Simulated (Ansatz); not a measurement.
Input and output of a self-consistent single point for Na₂H₄Pd (I4mm, 7 atoms in the cell) (Ansatz, an electronic-structure program).

Method of the run: LDA (PW92), default PAW files made with PBE (plane waves; Ansatz).

The change in words: lattice scaled by 0.98; kpoints.mp_grid.grid: 7 7 7 → 17 17 17. Reference geometry:
```
CELL_PARAMETERS angstrom
     -2.65012     2.65012     3.25943
      2.65012    -2.65012     3.25943
      2.65012     2.65012    -3.25943
ATOMIC_POSITIONS crystal
  Na 0.75000 0.25000 0.50000
  Na 0.25000 0.75000 0.50000
  H  0.22018 0.22018 0.44036
  H  0.77982 0.77982 0.55964
  H  0.22018 0.77982 0.00000
  H  0.77982 0.22018 0.00000
  Pd 0.00767 0.00767 0.00000
```

Reference input (self-consistent single point, DFT, LDA (PW92), plane waves, default PAW files made with PBE): basis.ecutwfc = 420 eV; kpoints.mp_grid.grid = 7 7 7; hamiltonian.xc = lda; hamiltonian.pseudopotentials = {kind: paw} (the program's default PAW files); scf.occupations.method = fixed. This run's input differs from it in these lines:

Ansatz 0.2 input:
```diff
@@ -2,5 +2,5 @@
   lattice:
-    - [-2.65012000, 2.65012000, 3.25943100]
-    - [2.65012000, -2.65012000, 3.25943100]
-    - [2.65012000, 2.65012000, -3.25943100]
+    - [-2.59711800, 2.59711800, 3.19424200]
+    - [2.59711800, -2.59711800, 3.19424200]
+    - [2.59711800, 2.59711800, -3.19424200]
   atoms:
@@ -17,3 +17,3 @@
   mp_grid:
-    grid: [7, 7, 7]
+    grid: [17, 17, 17]
 hamiltonian:
```

The program printed (abridged):

```
SCF iter   1: F=—  HF=-9842.205619 eV  |F-HF|=—  |Δ(HF+E_count)|=         —  Δρ=1.11e-2  dr2=6.77e-2  ethr=1.77e-3  ⟨swp⟩=4.5  Hψ=38982  notcnv=0  defer=1912
all-band conjugate gradients solve this SCF's bands
preconditioner: auto → none
SCF iter   2: F=—  HF=-9842.179181 eV  |F-HF|=—  |Δ(HF+E_count)|=   2.64e-2  Δρ=3.83e-3  dr2=8.86e-3  ethr=1.69e-4  ⟨swp⟩=2.9  Hψ=22270  notcnv=0  defer=2021
SCF iter   3: F=—  HF=-9842.179551 eV  |F-HF|=—  |Δ(HF+E_count)|=   3.70e-4  Δρ=3.59e-3  dr2=1.50e-2  ethr=2.22e-5  ⟨swp⟩=2.5  Hψ=17970  notcnv=0  defer=2025
SCF iter   4: F=—  HF=-9842.176433 eV  |F-HF|=—  |Δ(HF+E_count)|=   3.12e-3  Δρ=4.97e-4  dr2=8.13e-5  ethr=2.22e-5  ⟨swp⟩=2.0  Hψ=14139  notcnv=0  defer=2024
SCF iter   5: F=—  HF=-9842.176414 eV  |F-HF|=—  |Δ(HF+E_count)|=   1.88e-5  Δρ=1.13e-4  dr2=3.30e-6  ethr=2.03e-7  ⟨swp⟩=2.8  Hψ=17714  notcnv=0  defer=1106
SCF iter   6: F=—  HF=-9842.176414 eV  |F-HF|=—  |Δ(HF+E_count)|=   2.01e-7  Δρ=1.78e-5  dr2=2.31e-7  ethr=8.26e-9  ⟨swp⟩=2.0  Hψ=16202  notcnv=0  defer=1137
SCF iter   7: F=-9842.176414 eV  HF=-9842.176414 eV  |F-HF|=1.42e-9  |Δ(HF+E_count)|=   3.61e-8  Δρ=4.43e-6  dr2=1.07e-8  ethr=2.50e-10  ⟨swp⟩=9.6  Hψ=51170  notcnv=0
SCF 1 converged in 7 iterations: F = -9842.176414 eV  dr2 = 1.07e-8
Free energy (F): -9842.176414 eV
Internal energy: -9842.176414 eV  (E = F + TS)
E sigma→0 (E₀):  -9842.176414 eV
Fermi energy:    2.704724 eV
--- Forces (eV/Å), atoms counted from 1 ---
  atom   1  Na     0.00000000     0.00000000     0.02790462
  atom   2  Na    -0.00000000     0.00000000     0.02790462
  atom   3  H      0.17438627     0.17438627     0.07537493
  atom   4  H     -0.17438627    -0.17438627     0.07537493
  atom   5  H     -0.17438627     0.17438627     0.07537493
  atom   6  H      0.17438627    -0.17438627     0.07537493
  atom   7  Pd    -0.00000000    -0.00000000    -0.35728734
--- Stress (GPa, compression-positive) ---
        0.836351       0.000000       0.000000
        0.000000       0.836351       0.000000
        0.000000      -0.000000      -0.302742
  P = ⅓ Tr σ = 0.4567 GPa (4.567 kbar)
  The stress holds the Pulay correction. Without it, at fixed plane waves, as pw.x and ABINIT print it: P = 0.3701 GPa
```

The run converged in 7 iterations. Against the reference run the free energy drops by 5.0 meV/atom, the pressure goes from -2.41 to 0.46 GPa, the largest force goes from 0.379 to 0.357 eV/Å and the gap on the mesh goes from 2.240 to 2.123 eV.

The starting cell comes from a database of computed structures (which also holds hypothetical and non-ambient phases and stackings), without a prior relaxation at this level. Its lattice was rescaled by up to half a per cent. One atom was moved a little off its site on purpose. For this run, on top of that: lattice scaled by 0.98. Ansatz's pressure includes its estimate of the finite-basis (Pulay) stress.

Cost on one core of a shared machine: roughly 70 s.
